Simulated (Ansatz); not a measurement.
Crystal: NaCl (Fm-3m, rock salt, 2 atoms a cell, 21.8 Å³ an atom); both levels run on this one cell.

Complex bands along the normal of (001) by Ansatz (plane waves, PAW, no spin-orbit coupling). r2SCAN gives a gap of 6.02 eV and a slowest mid-gap decay of 0.420 1/Å.

Q: What does PBE give on the same cell, and what does that do to the current through 2 nm?

A: Gap 5.22 eV, κ = 0.389 1/Å. The mid-gap transmission through 2 nm changes by exp(2 × 20 × (0.420 − 0.389)) = a factor of 3.5 against r2SCAN.

Ansatz is an electronic-structure program.
